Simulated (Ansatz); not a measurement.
Consider Zr-vacancy pair (Zr on one host Cu site, one Cu site vacant) in fcc Cu, neutral cell. All values below come from PBE, PAW (plane waves to 420 eV; Ansatz, a program for electronic structure).

Cell of 32 host sites held at the relaxed PBE lattice; a 3×3×3 k-point mesh shifted by half a step; Fermi-Dirac width 0.10 eV, spin-restricted; finite-size errors left in. No zero-point or tunnelling terms. Forms of the defect that were not tried may lie lower.

Barriers: single points on a 5×5×5 k-point mesh shifted by half a step at the bands' geometries.

The step: one Cu atom jumps into the vacancy from a nearby Cu site (Zr-vacancy distance between ideal sites 2.57 → 4.45 Å). Atoms about the jump, Cartesian Å from the middle of the jump, before and after:

| atom | x0 | y0 | z0 | x1 | y1 | z1 |
|---|---|---|---|---|---|---|
| Cu1 | -0.87 | 0.83 | -0.02 | 0.87 | -0.83 | 0.02 |
| Cu2 | -0.87 | -0.94 | 1.75 | -0.92 | -0.89 | 1.77 |
| Cu3 | 0.91 | 0.78 | -1.81 | 0.91 | 0.88 | -1.84 |
| Cu4 | -1.08 | -0.85 | -1.88 | -0.96 | -0.84 | -1.81 |
| Cu5 | 0.91 | 0.85 | 1.77 | 0.90 | 0.88 | 1.79 |
| Cu6 | -2.72 | -0.90 | 0.01 | -2.69 | -0.89 | -0.01 |
| Cu7 | 0.91 | 2.64 | 0.01 | 0.88 | 2.60 | 0.03 |
| Cu8 | -1.07 | -2.79 | 0.06 | -0.97 | -2.75 | 0.04 |
| Cu9 | 2.70 | 0.83 | -0.02 | 2.74 | 0.88 | -0.01 |
| Zr10 | 0.91 | -2.46 | -1.55 | 0.89 | -2.75 | -1.81 |
| Cu11 | 0.91 | -2.73 | 1.70 | 0.91 | -2.75 | 1.77 |
| Cu12 | -2.72 | 0.87 | 1.79 | -2.70 | 0.88 | 1.77 |
| Cu13 | -0.88 | 2.68 | -1.82 | -0.95 | 2.60 | -1.80 |
| Cu14 | -2.72 | 0.96 | -1.85 | -2.72 | 0.88 | -1.83 |
| Cu15 | 2.69 | -0.94 | 1.75 | 2.74 | -0.92 | 1.78 |
| Cu16 | -0.89 | 2.67 | 1.81 | -0.92 | 2.65 | 1.76 |
| Cu17 | 2.90 | -0.85 | -1.88 | 2.78 | -0.88 | -1.83 |
| Cu18 | -2.71 | 2.61 | 0.00 | -2.70 | 2.65 | -0.01 |
| Cu19 | 0.91 | -0.90 | 3.55 | 0.90 | -0.88 | 3.55 |
| Cu20 | -0.89 | 0.89 | 3.58 | -0.92 | 0.88 | 3.59 |

**Question.** Give the saddle-point geometry and the barrier.

**Answer.** 
```json
[
 {"atom": "Cu1", "x": "-0.06", "y": "-0.08", "z": "-0.04"},
 {"atom": "Cu2", "x": "-0.94", "y": "-0.98", "z": "1.94"},
 {"atom": "Cu3", "x": "0.96", "y": "0.85", "z": "-1.96"},
 {"atom": "Cu4", "x": "-1.09", "y": "-0.88", "z": "-2.03"},
 {"atom": "Cu5", "x": "0.94", "y": "0.90", "z": "1.90"},
 {"atom": "Cu6", "x": "-2.63", "y": "-0.84", "z": "0.00"},
 {"atom": "Cu7", "x": "0.86", "y": "2.55", "z": "0.01"},
 {"atom": "Cu8", "x": "-1.07", "y": "-2.76", "z": "0.09"},
 {"atom": "Cu9", "x": "2.66", "y": "0.83", "z": "-0.03"},
 {"atom": "Zr10", "x": "0.90", "y": "-2.49", "z": "-1.53"},
 {"atom": "Cu11", "x": "0.92", "y": "-2.73", "z": "1.67"},
 {"atom": "Cu12", "x": "-2.70", "y": "0.88", "z": "1.77"},
 {"atom": "Cu13", "x": "-0.88", "y": "2.66", "z": "-1.79"},
 {"atom": "Cu14", "x": "-2.70", "y": "0.95", "z": "-1.82"},
 {"atom": "Cu15", "x": "2.70", "y": "-0.94", "z": "1.71"},
 {"atom": "Cu16", "x": "-0.90", "y": "2.65", "z": "1.78"},
 {"atom": "Cu17", "x": "2.90", "y": "-0.86", "z": "-1.84"},
 {"atom": "Cu18", "x": "-2.69", "y": "2.59", "z": "0.00"},
 {"atom": "Cu19", "x": "0.95", "y": "-0.94", "z": "3.55"},
 {"atom": "Cu20", "x": "-0.92", "y": "0.93", "z": "3.58"}
]
```
It lies 0.58 eV above the start and 0.43 eV above the end. The saddle point's order was not checked.
